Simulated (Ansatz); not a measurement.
The parent structure is Zr in the hcp (Mg type) structure (space group P6_3/mmc, No. 194; a = 3.230 Å, c = 5.179 Å; relaxed with 0.1 eV smearing).

Level of theory: PBE (Ansatz, a first-principles code, PAW, spin-orbit coupling left out).

Before the change:

```
Property   Result
--------  -------
Pressure  0.0 GPa
Band gap     zero
```

Now apply this change: the cell is scaled by 1.0200 in all directions, atoms relaxed at fixed cell.

Q: Estimate the effect on the energy relative to the base.

A: The energy grows by 23 meV/atom.

Q: How does this affect the pressure?

A: The pressure (mean of the normal stresses, compression positive) goes from zero to -5.0 GPa.

Q: What happens to the band gap?

A: The band gap is still zero.

The cells carry an imposed strain or load. Whether these cells are dynamically stable was not tested. All final runs are without spin polarisation.
